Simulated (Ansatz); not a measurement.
## How the smallest direct gap on the k points sampled of WSeS (P-3m1, No. 164, 6 atoms in the cell; start mp-1216174) moves with the method

No measured value is used here.

| level (code) | value (eV) | cell (Å³/atom) |
|---|---|---|
| LDA (Ansatz) | 1.76 | 18.33 |
| PBEsol (Ansatz) | 1.75 | 19.26 |
| PBEsol+SOC (Ansatz) | ? | 18.61 |
| r²SCAN (Ansatz) | 1.74 | 20.40 |
| r²SCAN+SOC (Ansatz) | ? | 18.61 |
| r²SCAN+rVV10 (Ansatz) | 1.77 | 19.36 |

Task: Complete the blanks.

Result: 
- PBEsol+SOC (Ansatz, a program for electronic structure), value (eV): 1.51
- r²SCAN+SOC (Ansatz), value (eV): 1.64

At these levels the smallest gap is indirect and lower: LDA 0.68, PBEsol 0.91, PBEsol+SOC 0.63, r²SCAN 1.21, r²SCAN+SOC 0.79, r²SCAN+rVV10 0.98 eV. Computed values are for a static lattice. Levels without +SOC have no spin–orbit coupling; where heavier elements are present it shifts gaps, mostly down, and can invert bands. The crystal itself was run without spin with LDA, PBEsol, r²SCAN, r²SCAN+rVV10; a magnetic state was not tried in these runs. Values are at the level's own relaxed cell; PBEsol+SOC at the PBE-D3(BJ) cell; r²SCAN+SOC at the PBE-D3(BJ) cell. Cutoffs differ between the levels. Ansatz's density-functional and Hartree–Fock values are scalar-relativistic unless marked +SOC, with PAW data made under PBE.

A start named mp-… is a Materials Project structure, which need not be a measured phase.
